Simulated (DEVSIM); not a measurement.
Device: Si n-p junction from an implanted or diffused profile, at 400 K.

Layer 1 from the left is Si, thickness (μm) 14.0, Na (cm⁻³) 1.7e16, τn (s) 2e-7, τp (s) 2e-7.

Added donor profile: 1.5e18 cm⁻³ × exp(−(x − 0 μm)²/(2·(0.024 μm)²)). Left contact: ohmic. Right contact: ohmic. Voltage is applied to the left contact. Recombination: SRH at mid-gap. Mobility is constant in doping.

This is a model device: material constants are rounded textbook-type values typed into the input, and sizes, dopings and lifetimes were drawn at random. Values at 300 K; Nc and Nv go as T^1.5, mobilities as T to minus their exponent, the gap by Varshni's rule with the affinity fixed.

Si: gap (eV) 1.124, affinity (eV) 4.05, permittivity 11.7, Nc (cm⁻³) 2.86e19, Nv (cm⁻³) 3.1e19, μn (cm²/Vs) 1417, μp (cm²/Vs) 470, T exponent of μn 2.3, T exponent of μp 2.2, Varshni α (eV/K) 0.000473, Varshni β (K) 636.

DEVSIM, 1D drift-diffusion, Boltzmann statistics, complete ionisation; no tunnelling, impact ionisation, image-force lowering or self-heating.

Problem. What does the simulation give for the dark forward voltage at 1 A/cm², the dark forward voltage at 100 A/cm², the potential step across the device at zero bias?

Solution. dark forward voltage at 1 A/cm² 0.380 V; dark forward voltage at 100 A/cm² 0.615 V; potential step across the device at zero bias 0.706 V.
